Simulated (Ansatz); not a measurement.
The reference is MgO in the rock salt structure (space group Fm-3m, No. 225; a = 4.204 Å). Axes: x, y, z lie along the cube axes.

All numbers come from r2SCAN (Ansatz, an electronic-structure program), no SOC.

Before the change:

```
Quantity               Result
-------------  --------------
Electron mass  0.36 mₑ (at Γ)
```

Perturbation: biaxial strain +2.00 %, plane normal [001], relaxed out of plane (Cartesian); in-plane vectors clamped, the third vector and the atoms free.

**Question.** Predict the new out-of-plane strain.

**Answer.** The out-of-plane strain is -1.16 %.

**Question.** Predict the new electron mass.

**Answer.** The electron mass goes from 0.36 mₑ (at Γ) to 0.37 mₑ out of plane, 0.35 mₑ in plane (at Γ).

**Question.** How does this affect the energy relative to the base?

**Answer.** The energy rises by 7.5 meV/atom.

**Question.** Predict the new in-plane stress.

**Answer.** The mean in-plane stress (compression positive) is -6.1 GPa.

The levels and masses belong to the bands next to the band gap. Masses are band curvatures over ±0.01 Å⁻¹ around the edge. Whether these cells are dynamically stable was not tested.
